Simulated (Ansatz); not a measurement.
Consider Zr in the hcp (Mg type) structure (space group P6_3/mmc, No. 194; relaxed with 0.1 eV smearing).

```yaml
crystal:
  lattice:
    - [3.14377, 0.00000, 0.00000]
    - [-1.57189, 2.72259, 0.00000]
    - [0.00000, 0.00000, 5.09284]
  atoms:
    - { symbol: Zr, position: [0.66667, 0.33333, 0.75000] }
    - { symbol: Zr, position: [0.33333, 0.66667, 0.25000] }
```

Cartesian axes are those of the cell as printed.

Method: LDA (Ansatz, an electronic-structure program; PAW; 420 eV plane waves; without spin-orbit coupling).

One thing is altered: uniaxial strain ε_xx = −2.00 %, all other strain components held at zero; the atoms relax in the strained cell.

Problem. Predict the stress tensor and what it implies for the stiffness.

Solution. Stress of the strained cell less that of the base (GPa, compression positive):
```
    2.4     0.0     0.0
    0.0     1.9     0.0
    0.0     0.0     1.6
```

Then −Δσ_ii/ε with ε = -0.0200 gives secant stiffness values (nonlinear terms included at this strain): C11 ≈ 121 GPa, C12 ≈ 94 GPa and C13 ≈ 80 GPa.

No phonon test of stability was made. The final runs are not spin-polarised.
